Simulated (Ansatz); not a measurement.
Consider this model of amorphous Si30N41Al.

```xyz
72
Lattice="9.3184 0.0000 0.0000 0.0000 9.3184 0.0000 0.0000 0.0000 9.3184" Properties=species:S:1:pos:R:3 pbc="T T T"
Si     5.9966     0.5810     3.0816
Si     5.5977     3.0453     8.0854
Si     8.1189     4.7915     7.7929
Si     0.9169     1.8602     5.1224
Si     6.9958     1.0867     0.5269
Si     5.5369     1.0550     5.8331
Si     8.3827     7.0253     2.2917
Si     8.1160     5.8983     5.1072
Si     3.1318     2.4028     6.7367
Si     8.1248     1.8458     7.3472
Si     8.7298     0.6199     2.8790
Si     1.2110     3.3105     7.7046
Si     7.8358     8.9697     5.1940
Si     5.9428     5.5765     3.2040
Si     4.6472     3.4030     1.1109
Si     2.9176     8.8533     5.5169
Si     1.0595     4.8745     3.6018
Si     0.7661     5.3072     0.5095
Si     6.4277     3.1298     3.4993
Si     0.9065     6.9849     7.3942
Si     7.9462     7.4112     8.9605
Si     2.9254     7.2215     0.2664
Si     2.9590     5.6276     6.1147
Si     5.2529     5.8962     8.2662
Si     0.4546     0.1882     0.5047
Si     3.2099     6.7308     3.5856
Si     5.4146     7.2208     5.5870
Si     5.6424     7.8142     1.1752
Si     3.0713     8.7062     2.2652
Si     1.6244     2.8190     2.2382
N      4.7975     9.0993     2.0902
N      5.4642     4.0896     2.4361
N      6.9933     6.0682     8.2763
N      9.2667     0.5502     4.5639
N      1.8483     6.2149     8.7408
N      4.6447     5.9992     6.6303
N      7.1873     1.6968     2.2376
N      2.3290     2.0948     8.2408
N      7.1535     0.7521     6.3695
N      9.0998     6.1507     3.6863
N      4.8192     4.3350     8.9271
N      7.2472     8.9273     3.6089
N      9.1117     5.6472     6.5500
N      2.3958     9.0078     0.5826
N      2.6644     8.3995     3.8871
N      9.0586     8.5854     1.8564
N      0.1897     2.4535     6.5672
N      6.8192     8.6592     0.2718
N      2.2395     7.4027     6.3932
N      9.2715     8.2007     8.1620
N      5.4325     1.9503     0.1692
N      6.9804     4.6274     4.3386
N      0.7015     1.4459     1.8417
N      2.4516     5.4928     4.4290
N      5.5781     1.7992     4.2433
N      4.6068     7.1635     9.2339
N      2.4809     4.0549     6.7109
N      4.8477     6.5787     4.0737
N      7.1749     3.3473     7.5344
N      1.0856     3.1229     3.9288
N      8.4595     1.2994     8.9617
N      3.2487     2.5464     1.6337
N      4.6901     8.8320     5.8018
N      2.4931     1.2236     5.6033
N      0.1488     4.1572     8.7262
N      1.3235     4.5319     1.9158
N      2.9922     6.9452     1.9375
N      6.6149     6.7131     2.1226
N      8.7966     6.3304     0.8063
N      7.1669     7.2973     5.5759
N      4.8007     2.2436     6.8107
Al     3.3031     1.3410     0.2324
```

Level of theory: PBE, scalar-relativistic without spin-orbit coupling (plane waves to 420 eV, PAW; Ansatz, an electronic-structure program).

Preparation: random packing, a CHGNet melt and quench, and a DFT relaxation. N atoms were pushed apart under 1.9 Å during the dynamics, to hinder bonds among them. The hot cell started wider than the set density and was brought back towards it in steps. It is the lowest in DFT energy of 2 quenches. It is a model cell: composition and starting density were chosen by hand, and all elements were melted together. No dispersion term was used. Its density started from a set value of 2.96 and ended at 2.96 g/cm³. The simulated quench (nominally 380 K/ps over its main leg) is rapid and tends to freeze in more defects than a deposited or slowly cooled glass has. A cell of this size samples the disorder only roughly. The volume was held where the preparation left it, at a PBE pressure of 0.2 GPa. Stress components on the final sampling reach 5.0 GPa.

Neighbours within Si-Si 2.60 Å, Si-N 2.26 Å, Si-Al 2.55 Å, N-N 1.70 Å, N-Al 2.30 Å, Al-Al 2.66 Å count as bonded. Two cations that share two anions don't count as bonded, nor two that share one unless they lie closer than Si-Si 2.38 Å, Si-Al 2.48 Å, Al-Al 2.59 Å.

Q: Give the coordination numbers, mean bond lengths and angles.

A: 
| Property | Value |
|---|---|
| Mean coordination of Si by anions | 4.07 (28 with 4, 2 with 5) |
| Mean coordination of N | 3.07 (38 with 3, 3 with 4) |
| Mean coordination of Al by anions | 4.00 (1 with 4) |
| Mean Si-N bond | 1.772 Å (spread 0.077 Å, 122 counted) |
| Mean N-Al bond | 1.945 Å (spread 0.162 Å, 4 counted) |
| Bond angle at Si | mean 108.9°, spread 13.9° |
| Bond angle at N | mean 116.0°, spread 17.1° |
| Bond angle at Al | mean 108.8°, spread 15.4° |

Q: Which atoms depart from the most common coordination of their element?

A: Si11 has 5 (N46 1.73 Å, N34 1.77 Å, N53 1.85 Å, N42 1.94 Å, N37 1.99 Å); Si25 has 5 (N46 1.78 Å, N53 1.85 Å, N61 1.92 Å, N44 2.01 Å, N50 2.17 Å); N37 has 4 (Si5 1.83 Å, Si1 1.84 Å, Si11 1.99 Å, Si19 2.05 Å); N44 has 4 (Si29 1.84 Å, Si22 1.89 Å, Al72 1.92 Å, Si25 2.01 Å); N51 has 4 (Si2 1.79 Å, Si5 1.82 Å, Si15 1.90 Å, Al72 2.22 Å).

Q: List the pairs of like atoms that count as bonded by the rules above.

A: There are none by these rules.
